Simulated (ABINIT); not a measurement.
Band structure of TePb (Fm-3m, 2 atoms in the cell).

```
TePb
1.0
    0.00000     3.33206     3.33206
    3.33206     0.00000     3.33206
    3.33206     3.33206     0.00000
Te Pb
1 1
Direct
  0.00000   0.00000   0.00000
  0.50000   0.50000   0.50000
```

Level of theory: PBE, PAW (JTH v2.0 PBE PAW) (plane waves; ABINIT).

Settings: pseudos = [Te.GGA_PBE-JTH.xml, Pb.GGA_PBE-JTH.xml]; ecut = 20 Ha; pawecutdg = 40 Ha; pawxcdev = 0; occopt = 1; ngkpt = 9 9 9; nshiftk = 1; shiftk = 0 0 0; potentials = JTH v2.0 PBE PAW; kptopt = 1; nstep = 60; tolvrs1 = 1e-10; ndtset = 2.

The starting cell comes from a database of computed structures (which also holds hypothetical and non-ambient phases and stackings), without a prior relaxation at this level. Its lattice was rescaled by a random factor within 2.5 % of one. Spin-orbit coupling is off.

Q: Predict the gap along the standard path and the places of the band edges.

A: The gap along the path is 0.89 eV, direct at L to within 0.01 eV.

Levels in eV from the top of the valence band on the SCF mesh, bands 7 to 13:
```
point      7      8      9     10    11    12    13
-----  -----  -----  -----  -----  ----  ----  ----
Γ      -5.77  -0.95  -0.95  -0.95  4.07  4.07  4.07
X      -7.13  -3.75  -2.23  -2.23  3.75  5.23  5.23
W      -7.64  -3.11  -3.11  -0.16  1.81  5.20  5.20
K      -7.62  -3.41  -1.79  -1.67  3.54  3.73  5.39
L      -8.10  -0.55  -0.55   0.05  0.94  1.52  1.52
U      -7.62  -3.41  -1.79  -1.67  3.54  3.73  5.39
```
